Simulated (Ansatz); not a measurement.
Step by step: formation energy of Re_Mo in Mo (bcc, Im-3m)

Subject: the formation energy of Re_Mo in Mo (bcc, Im-3m). Reaction: Re (hcp) + 63 Mo (bcc) → cell A.

A: a supercell of 64 sites of Mo (bcc, Im-3m) with Re on a Mo site (8 Mo at 2.74 Å); spin state with PBE: run without spin.

Ansatz (a program for electronic structure) with PAW potentials; structures come from PBE relaxations, nuclei static, no net charge. Ansatz runs with its PAW set soft_1. Other levels take these structures. The lattices are those relaxed with PBE, so at other levels the solids can be strained, which adds to the spread. Larger cells are relaxed from a start prepared with the learned potential CHGNet, on a coarser mesh till forces fall under 0.03 eV/Å, which some starts already meet. A dispersion term (D3(BJ), or D4 for r2SCAN) was computed beside these levels and is taken off wherever the name lacks it. Spin-orbit coupling is left out. Mesh and cell size may move defect energies by 0.1 eV or more. Cell A has symmetry Im-3m within 0.02 Å and got no random move, so less symmetric positions, which may lie lower, weren't tried.

Total energies of the cells in eV, at zero smearing width. They compare only within one column; the weights balance every element.

```json
[
 {"cell": "A: Mo:Re_Mo", "atoms": "64", "weight": "+1", "r2SCAN": "-323842.44219", "r2SCAN+D4": "-323855.12160"},
 {"cell": "Re (hcp)", "atoms": "2", "weight": "−1/2", "r2SCAN": "-21763.75038", "r2SCAN+D4": "-21764.17901"},
 {"cell": "Mo (bcc)", "atoms": "64", "weight": "−63/64", "r2SCAN": "-317928.21576", "r2SCAN+D4": "-317940.86442"}
]
```

r2SCAN: (-323842.44219) − 1/2 × (-21763.75038) − 63/64 × (-317928.21576) = 0.020 eV.

r2SCAN+D4: (-323855.12160) − 1/2 × (-21764.17901) − 63/64 × (-317940.86442) = 0.006 eV.
